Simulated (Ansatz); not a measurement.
Take SiC in the zinc blende structure (space group F-43m, No. 216; a = 4.356 Å) as the base. Axes: x, y, z lie along the cube axes.

Computed with r2SCAN, PAW, 500 eV (Ansatz, a first-principles code; scalar-relativistic without spin-orbit coupling).

Before the change:

Valence-band top at Γ: 0.00, 0.00, 0.00 eV
Band gap: 1.71 eV
Electron mass: 0.64 mₑ along k, 0.23 mₑ across (at X)

Modification: the cell is compressed by 2.39 % along z with no lateral relaxation; the atoms relax in the strained cell.

**Question.** What does the calculation give for the valence-band top at Γ after the change?

**Answer.** The valence-band top at Γ (three highest levels, from the VBM) changes from 0.00, 0.00, 0.00 eV to 0.00, -0.17, -0.17 eV.

**Question.** Predict the new band gap.

**Answer.** The band gap decreases by 0.28 eV, from 1.71 eV to 1.43 eV.

**Question.** Predict the new electron mass.

**Answer.** The electron mass changes from 0.64 mₑ along k, 0.23 mₑ across (at X) to 0.61 mₑ along k, 0.23 mₑ across (at X).

**Question.** Predict the new stress.

**Answer.** The stress (xx, yy, zz, yz, xz, xy; compression positive) comes out as (3.56, 3.56, 10.02, 0.00, 0.00, 0.00) GPa.

Masses are band curvatures over ±0.01 Å⁻¹ around the edge. Along k means along the line from Γ to the band edge. Whether these cells are dynamically stable was not tested.
